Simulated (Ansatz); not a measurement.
free sheet of monolayer 1T SnS2: Sn16S32, 3 atomic planes, area 190 Å², cell height 16.0 Å with vacuum; both faces free, started from the relaxed sheet, in-plane cell fixed at 1.000 times the relaxed lattice. The numbers are results of PBE (plane waves, PAW; Ansatz, a program for electronic structure), not measurements. Mean temperature 542 K, 5.0 ps sampled after 2.2 ps of Langevin dynamics; k-points: Γ only; no spin polarisation or spin-orbit coupling.

A denser in-plane k-mesh moves the forces of one frame by 0.03 eV/Å rms. Bonds are counted up to S-Sn 3.12 Å; heights count from the centre of mass.

**Question.** What happens at the sheet: give the outer plane spacing; normal motion of the outer planes over that of the middle; in-plane diffusion; coordination in the top plane; mean vibrational (phonon) frequency.

**Answer.** 
```
Property                                                                                       Value
---------------------------------------------------------  -----------------------------------------
outer plane spacing                                        1.49 Å against 1.48 Å at the start (+1 %)
normal motion of the outer planes over that of the middle                                        0.8
in-plane diffusion                                                           none seen within 5.0 ps
coordination in the top plane                                                           3-fold 100 %
mean vibrational (phonon) frequency                                                          5.7 THz
```
